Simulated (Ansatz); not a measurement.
Start from Sr in the fcc (Cu type) structure (space group Fm-3m, No. 225).

```
CELL_PARAMETERS angstrom
      0.00000     2.96126     2.96126
      2.96126     0.00000     2.96126
      2.96126     2.96126     0.00000
ATOMIC_POSITIONS crystal
  Sr 0.00000 0.00000 0.00000
```

Cartesian axes are those of the cell as printed.

Level of theory: Ansatz (a quantum-chemistry and plane-wave program) PBEsol, spin-orbit coupling left out.

Strains are applied to the cell and any free atomic positions relax; under biaxial strain the out-of-plane vector relaxes too.

One change was made to it. Results:

```tsv
quantity	base	after
pressure (mean of the normal stresses, compression positive)	0.0 GPa	-0.2 GPa
energy relative to the base (free energy F)	0 meV/atom	+0.7 meV/atom
shortest interatomic distance	4.188 Å	4.193 Å
```

**Question.** What was done to the base?
(A) biaxial strain +0.83 %, plane normal [111], relaxed out of plane
(B) biaxial strain −1.67 %, plane normal [111], relaxed out of plane
(C) biaxial strain −2.50 %, plane normal [111], relaxed out of plane
(D) biaxial strain +2.08 %, plane normal [111], relaxed out of plane
(E) biaxial strain −1.25 %, plane normal [111], relaxed out of plane

**Answer.** A, biaxial strain +0.83 %, plane normal [111], relaxed out of plane. For comparison, the shortest interatomic distance in the other runs: biaxial strain −1.67 %, plane normal [111], relaxed out of plane gives 4.118 Å; biaxial strain −1.25 %, plane normal [111], relaxed out of plane gives 4.136 Å; biaxial strain −2.50 %, plane normal [111], relaxed out of plane gives 4.083 Å; biaxial strain +2.08 %, plane normal [111], relaxed out of plane gives 4.201 Å.

No phonon test of stability was made.
